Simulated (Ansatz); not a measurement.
The starting structures come from a database of crystals and need not be the phases stable at ambient conditions.

 Where the default PAW files enter, the runs use the earlier of Ansatz's two default sets.

Input:

```yaml
crystal:
  lattice:
    - [4.09868, 0.00000, 0.00000]
    - [2.04934, 7.42139, 0.00588]
    - [2.04934, 0.56313, 3.50460]
  atoms:
    - { symbol: Tl, position: [0.50000, 0.50000, 0.50000] }
    - { symbol: Bi, position: [0.00000, 0.00000, 0.00000] }
    - { symbol: S, position: [0.26192, 0.21424, 0.26192] }
    - { symbol: S, position: [0.73808, 0.78576, 0.73808] }
```

Space group of this cell: R-3m. The cell was relaxed by PBE-D3(BJ); by PBEsol its mean pressure is -0.9 GPa.

Transport runs along the normal of the first two printed cell vectors, the (101) plane of the conventional cell.

The gap is the functional's own. No spin-orbit coupling. Mid-gap values are interpolated on the energy grid.

Problem. State the band gap and the smallest decay constant κ at mid-gap according to Ansatz (a quantum-chemistry and plane-wave program) with PBEsol.

Solution. Gap 0.27 eV on a 8×8×8 mesh; κ = 0.059 1/Å, at the zone centre.
